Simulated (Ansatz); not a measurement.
## Alloy series in Ba

Consider Ba in the bcc (W type) structure (space group Im-3m, No. 229).

```
CELL_PARAMETERS angstrom
     -2.44083     2.44083     2.44083
      2.44083    -2.44083     2.44083
      2.44083     2.44083    -2.44083
ATOMIC_POSITIONS crystal
  Ba 0.00000 0.00000 0.00000
```

The other end (x = 1) is Sr in the bcc (W type) structure (space group Im-3m, No. 229; a model cell): 51.09 Å³/atom, gap zero; this end may not be an ambient phase.

Sr replaces a fraction x of Ba; each row is one arrangement (x, atoms in the cell, starting space group or random), fully relaxed.

All numbers come from Ansatz (a program for electronic structure), PBEsol, PAW, cutoff 420 eV, spin-orbit coupling left out, earlier PAW set.

Candidates:
(a) x(Sr) = 0.25, 4 atoms, P2/m
(b) x(Sr) = 0.667, 3 atoms, P-3m1
(c) x(Sr) = 0.75, 4 atoms, P4/mmm

Before the change:

| Property | Result |
|---|---|
| Shortest interatomic distance | 4.228 Å |

Task: Order them by shortest interatomic distance, highest first.

Result: (a) x(Sr) = 0.25, 4 atoms, P2/m (4.153 Å), (b) x(Sr) = 0.667, 3 atoms, P-3m1 (4.098 Å), (c) x(Sr) = 0.75, 4 atoms, P4/mmm (4.094 Å)

Each cell is one ordered arrangement of few atoms, which overstates ordering effects compared with a random alloy. No phonon test of stability was made. This is not the structure that Sr has at room temperature and ambient pressure.
